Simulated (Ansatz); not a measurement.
A periodic model of amorphous Ti20O38:

```xyz
58
Lattice="8.9273 0.1184 0.0076 0.1183 9.0601 0.0379 0.0075 0.0381 9.2950" Properties=species:S:1:pos:R:3 pbc="T T T"
Ti     0.4167     0.1610     8.2195
Ti     2.5967     5.4347     1.4468
Ti     6.8005     2.5421     0.2537
Ti     3.3170     7.6045     8.6446
Ti     7.1456     9.0052     7.2660
Ti     1.5970     4.5808     5.3604
Ti     1.6519     8.7835     2.5827
Ti     8.8213     7.3886     4.6171
Ti     7.8295     4.5552     6.6763
Ti     3.3249     1.9358     0.1071
Ti     8.9486     6.9606     0.5351
Ti     1.7153     2.6565     3.3585
Ti     7.8021     1.5170     4.8133
Ti     5.6676     6.4962     1.8928
Ti     5.6169     8.8377     4.0421
Ti     3.2301     7.7605     5.7125
Ti     5.0889     5.3059     4.9863
Ti     0.9244     3.6742     8.8735
Ti     8.0178     4.7960     2.4971
Ti     4.2134     1.9816     5.9655
O      2.4694     7.1916     2.2760
O      5.7963     1.2048     6.5624
O      6.1641     5.2874     3.3244
O      8.8984     5.9144     5.6694
O      2.2850     2.7181     5.0522
O      0.4332     4.0676     3.7006
O      3.6664     9.1043     0.1441
O      7.7328     3.1972     5.5234
O      4.3996     7.5107     7.1732
O      0.2672     1.2038     3.5871
O      2.0383     8.3662     7.3342
O      2.6532     3.8234     0.1633
O      8.2234     7.6333     8.2365
O      3.8271     0.3774     4.9186
O      6.2403     1.4379     3.8226
O      4.6561     7.1492     4.4772
O      1.0739     1.8641     8.9307
O      3.0101     5.7188     5.5685
O      3.4484     2.1109     7.5729
O      5.0165     2.5242     0.5019
O      7.3142     0.9741     8.8805
O      2.7896     4.2307     2.7747
O      1.7926     6.4873     9.1058
O      4.2774     6.1814     0.7019
O      7.5750     3.1704     1.8033
O      8.6540     6.8565     2.9433
O      2.4563     1.3517     2.1189
O      8.5758     0.7610     6.4884
O      5.7874     8.2573     2.3268
O      7.2311     8.3954     5.0669
O      0.5878     8.5838     1.0144
O      0.5205     4.9040     1.1146
O      7.1811     6.0890     1.0080
O      1.5594     8.0564     4.5615
O      4.7479     3.5544     5.2022
O      7.6726     3.8292     8.4149
O      0.9495     4.1208     7.1023
O      6.2952     5.5263     6.3027
```

All values below come from PBE, scalar-relativistic without spin-orbit coupling (plane waves to 420 eV, PAW; Ansatz, a first-principles code). The usual formal charges leave 4 electrons over, so the level spacing at the Fermi energy parts defect or band states and needn't be the band gap. In the spin-polarised cell the level spacing at the Fermi energy can part levels of unlike spin.

The cell was made by melting and quenching with the CHGNet potential and then relaxed with DFT. O atoms were pushed apart under 1.9 Å during the dynamics, to hinder bonds among them. The hot cell started wider than the set density and was brought back towards it in steps. It is the lowest in DFT energy of 2 quenches. It is a model cell: composition and starting density were chosen by hand, and all elements were melted together. No dispersion term was used. Its density started from a set value of 3.46 and ended at 3.46 g/cm³. The simulated quench (nominally 600 K/ps over its main leg) is rapid and tends to freeze in more defects than a deposited or slowly cooled glass has. One small periodic cell is one sample of the glass; other quenches scatter about these values. The volume was held where the preparation left it and the shape relaxed, at a PBE pressure of -0.4 GPa (tension). On a 2×2×2 Γ-centred mesh force components of up to 0.22 eV/Å stay, since the relaxation ran on the zone centre alone.

Cut-offs for bonds: Ti-Ti 3.12 Å, Ti-O 2.50 Å, O-O 1.58 Å. Two cations that share two anions don't count as bonded, nor two that share one unless they lie closer than Ti-Ti 3.04 Å.

**Question.** Give the coordination numbers, mean bond lengths and angles.

**Answer.** 
- Mean coordination of Ti by anions: 5.15 (3 with 4, 11 with 5, 6 with 6)
- Mean coordination of O: 2.71 (13 with 2, 23 with 3, 2 with 4)
- Mean Ti-O bond: 1.968 Å (spread 0.145 Å, 103 counted)
- Bond angle at Ti: mean 105.2°, spread 26.4°
- Bond angle at O: mean 118.5°, spread 23.3°

**Question.** List the pairs of like atoms that count as bonded by the rules above.

**Answer.** There are none by these rules.
